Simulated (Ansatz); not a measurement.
**NiF$_{2}$ in the fluorite structure (space group Fm-3m, No. 225; ferromagnetic; a hypothetical phase, not in the database extracts checked)**

```
NiF2
1.0
    0.00000     2.46462     2.46462
    2.46462     0.00000     2.46462
    2.46462     2.46462     0.00000
Ni F
1 2
Direct
  0.00000   0.00000   0.00000
  0.25000   0.25000   0.25000
  0.75000   0.75000   0.75000
```

Level of theory: PBEsol (Ansatz, a quantum-chemistry and plane-wave program; PAW; 420 eV plane waves; without spin-orbit coupling). Settings: 16×16×16 k-points, 0.05 eV Fermi–Dirac smearing.

- Volume per atom = 9.98 Å³
- Density = 5.36 g/cm³
- Band gap = zero
- Magnetic state = ferromagnetic
- Total energy = -2468.098 eV/atom (σ→0; compares only within this code and set-up)

Whether these cells are dynamically stable was not tested. No Hubbard U is applied and the magnetic state is the run's own (NiF2 ferromagnetic); small cells can't hold the antiferromagnetic order that many such compounds have, so gaps and moments can be off.
